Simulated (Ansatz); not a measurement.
Cells marked so need not be the phases stable at ambient conditions, and some may be hypothetical.

No gap correction and no spin-orbit coupling; mid-gap values are interpolated between computed energies.

A. Sr₄As₂O (I4/mmm, not sure to be the ambient phase, 7 atoms a cell, 27.6 Å³ an atom), along the normal of (001)
B. K2NaYF6 (Fm-3m, not sure to be the ambient phase, 10 atoms a cell, 17.7 Å³ an atom, -3 GPa at this level), along the normal of (001)
C. NaHF₂ (R-3m, not sure to be the ambient phase, 4 atoms a cell, 12.0 Å³ an atom, -2 GPa at this level), along the normal of (110)

**Question.** Order them by mid-gap decay constant of the slowest evanescent state (highest first) at the level r2SCAN (Ansatz, a first-principles code).

**Answer.** C (0.63 1/Å), B (0.56 1/Å), A (0.15 1/Å)
